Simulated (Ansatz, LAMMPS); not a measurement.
## Ge well of 13 atomic layers along [001] in random Si0.3Ge0.7, interfaces graded over 8 layers

Cell 17.02 × 17.02 × 57.12 Å, Si161Ge559, 720 atoms. Prepared with Tersoff's 1989 multicomponent potential (SiCGe.tersoff) (LAMMPS): minimisation. 

Level of theory: PBE, support functions at accuracy medium on the grid of 370 eV (norm-conserving potentials; Ansatz, a program for electronic structure).

Basis: localised support functions (accuracy medium) on a full density matrix. k-points: zone centre alone; occupations: Fermi-Dirac, 0.010 eV; spin polarisation not allowed. Spin-orbit coupling is left out.

```json
{
  "Kohn-Sham gap of the cell on its k-mesh": "0.25 eV",
  "weight_of_the_highest_filled_level_on_the_well": "0.70",
  "weight_of_the_lowest_empty_level_on_the_well": "0.39",
  "coordination (neighbours within 2.924 Å)": "100.0 % 4-fold",
  "Ge-Ge bonds, mean ± spread": "2.483 ± 0.007 Å",
  "Ge-Si bonds, mean ± spread": "2.438 ± 0.007 Å",
  "Si-Si bonds, mean ± spread": "2.389 ± 0.008 Å",
  "bond angles, mean ± spread": "109.5° ± 1.1°",
  "pressure": "0.04 GPa",
  "cost_of_the_final_run": "about 20 core-minutes (a rough figure), 12 SCF iterations, 15 GiB"
}
```
